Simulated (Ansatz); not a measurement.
Take Sn in the diamond structure (space group Fd-3m, No. 227; a = 6.541 Å) as the base. Axes: x, y, z lie along the cube axes.

All numbers come from PBEsol in Ansatz (plane waves to 420 eV, PAW, no spin-orbit coupling), earlier PAW set.

Before the change:

The shortest interatomic distance is 2.832 Å.

Now apply this change: a free-standing slab of 6 layers (12 atoms, 2 a layer) is cut normal to [110], with 15 Å of vacuum and the in-plane cell held at bulk.

**Question.** Estimate the effect on the excess energy per area of both faces and shortest interatomic distance.

**Answer.** The excess energy per area of both faces (slab less bulk energy over the cell's area: twice a surface energy) amounts to 1.8 J/m² (uncertain by up to 0.06 J/m²); the shortest interatomic distance decreases by 0.006 Å (2.832 Å → 2.826 Å).

Slab and bulk use different k-meshes, which limits the precision of the excess energy. Stability against distortions was not tested.

Ansatz is a quantum-chemistry and plane-wave program.
